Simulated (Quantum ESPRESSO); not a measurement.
## Quick settings and what they miss: SnF4 (I4/mmm, 5 atoms in the cell)

Self-consistent single point.

```yaml
crystal:
  lattice:
    - [-2.02794, 2.02794, 3.86329]
    - [2.02794, -2.02794, 3.86329]
    - [2.02794, 2.02794, -3.86329]
  atoms:
    - { symbol: Sn, position: [0.00000, 0.00000, 0.00000] }
    - { symbol: F, position: [0.75561, 0.75561, 0.00000] }
    - { symbol: F, position: [0.24439, 0.24439, 0.00000] }
    - { symbol: F, position: [0.50000, 0.00000, 0.50000] }
    - { symbol: F, position: [0.00000, 0.50000, 0.50000] }
```

Computed with PBEsol, GBRV 1.5 ultrasoft (PBESOL) pseudopotentials (plane waves; Quantum ESPRESSO).

Base settings: ecutwfc = 40 Ry; ecutrho = 200 Ry; occupations = smearing; smearing = gaussian; degauss = 0.0036749 Ry; potentials = {Sn: sn_pbesol_v1.4.uspp.F.UPF, F: f_pbesol_v1.4.uspp.F.UPF}; K_POINTS = automatic 11 11 11 0 0 0; conv_thr = 1e-10 Ry.

Tight run (finer mesh or higher cutoff; not a proven limit): ecutwfc: 40 Ry → 56 Ry; ecutrho: 200 Ry → 280 Ry; conv_thr: 1e-10 Ry → 7.3e-11 Ry; K_POINTS: automatic 11 11 11 0 0 0 → automatic 15 15 15 0 0 0. It gave top of the valence band (on the code's own zero) 2.86 eV; gap on the k-point mesh 3.32 eV; pressure 3.15 GPa; largest force (vector length) 0.181 eV/Å.

Quick runs, as changes from the base:
- A: the base itself
- B: ecutwfc: 40 Ry → 32 Ry; ecutrho: 200 Ry → 160 Ry; K_POINTS: automatic 11 11 11 0 0 0 → automatic 6 6 6 0 0 0
- C: ecutwfc: 40 Ry → 20 Ry; ecutrho: 200 Ry → 100 Ry; conv_thr: 1e-10 Ry → 7.3e-05 Ry; pseudopotentials: {Sn: sn_pbesol_v1.4.uspp.F.UPF, F: f_pbesol_v1.4.uspp.F.UPF} → {Sn: sn_lda_v1.4.uspp.F.UPF, F: f_lda_v1.4.uspp.F.UPF}; K_POINTS: automatic 11 11 11 0 0 0 → automatic 8 8 8 1 1 1 [LDA (PZ)]
- D: ecutwfc: 40 Ry → 24 Ry; ecutrho: 200 Ry → 120 Ry; degauss: 0.0036749 Ry → 0.019992 Ry; K_POINTS: automatic 11 11 11 0 0 0 → automatic 6 6 6 1 1 1
- E: ecutwfc: 40 Ry → 20 Ry; ecutrho: 200 Ry → 100 Ry; conv_thr: 1e-10 Ry → 7.3e-05 Ry; pseudopotentials: {Sn: sn_pbesol_v1.4.uspp.F.UPF, F: f_pbesol_v1.4.uspp.F.UPF} → {Sn: sn_lda_v1.4.uspp.F.UPF, F: f_lda_v1.4.uspp.F.UPF}; K_POINTS: automatic 11 11 11 0 0 0 → automatic 2 2 2 0 0 0 [LDA (PZ)]
- F: ecutwfc: 40 Ry → 20 Ry; ecutrho: 200 Ry → 100 Ry; K_POINTS: automatic 11 11 11 0 0 0 → automatic 4 4 4 1 1 1

Dashes: energy of C, E, another energy zero.

Gaps are read on each run's own mesh, which may miss the band edges.

† marks runs with another functional, U, potentials or spin treatment: their distance from the tight run is not a convergence error alone.

The count of work is k-points × plane waves × bands × iterations; it is no time. 

The starting cell comes from a database of computed structures (which also holds hypothetical and non-ambient phases and stackings), without a prior relaxation at this level. Its lattice was rescaled by a random factor within 2.5 % of one. In the base run, with a pressure of about 3 GPa the cell is away from its equilibrium volume at this level.

```csv
run,energy less tight (meV/atom),pressure less tight (GPa),largest miss in a force vector (eV/Å),gap on the mesh less tight (eV),count of work / tight
A,30.4,-0.07,0.000,0.002,0.26
B,148.0,-12.14,0.013,-0.007,0.045
C†,–,-173.49,0.577,-0.156,0.023
D,1521.8,-78.29,0.027,0.126,0.025
E†,–,-176.63,0.461,-0.219,0.0016
F,4062.0,-164.15,0.375,0.102,0.0075
```

Among the runs at the tight run's level, the energy misses run from 30.4 to 4062.0 meV/atom.

Left out of this page: 1 run of the series outside the window shown, repeating another row's setting, or not comparable.
